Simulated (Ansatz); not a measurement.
## Hypothetical anti-CdI2 type W2N: pressure series

The parent structure is W$_{2}$N in the anti-CdI2 type structure (space group P-3m1, No. 164; a = 2.822 Å, c = 5.375 Å; a hypothetical phase, not in the database extracts checked).

Cell and atoms are relaxed at each pressure.

Method: Ansatz (a first-principles code) PBE, no spin-orbit coupling.

| pressure (GPa) | volume per atom (Å³/atom) |
|---|---|
| -1 | 12.392 |
| 0 | 12.355 |
| 0.3 | 12.344 |
| 0.7 | 12.329 |
| 1.5 | 12.300 |
| 3 | 12.246 |
| 5 | ? |
| 7.5 | 12.091 |
| 10 | 12.009 |

Fit the third-order Birch–Murnaghan form P(V) = (3B₀/2)[(V₀/V)^(7/3) − (V₀/V)^(5/3)]·[1 + (3/4)(B₀′ − 4)((V₀/V)^(2/3) − 1)] (squares taken in P) to the rows shown and predict the withheld row.

Least squares on the printed values gives V₀ = 12.355 Å³/atom, B₀ = 333 GPa, B₀′ = 3.8; this predicts 12.176 Å³/atom, and the run gives 12.175 Å³/atom, in agreement.

Load acts through the strain it causes; cell and atoms are relaxed under it. Whether these cells are dynamically stable was not tested. No other phases were tried under pressure. The final runs are not spin-polarised. An odd electron count without spin: W2N.
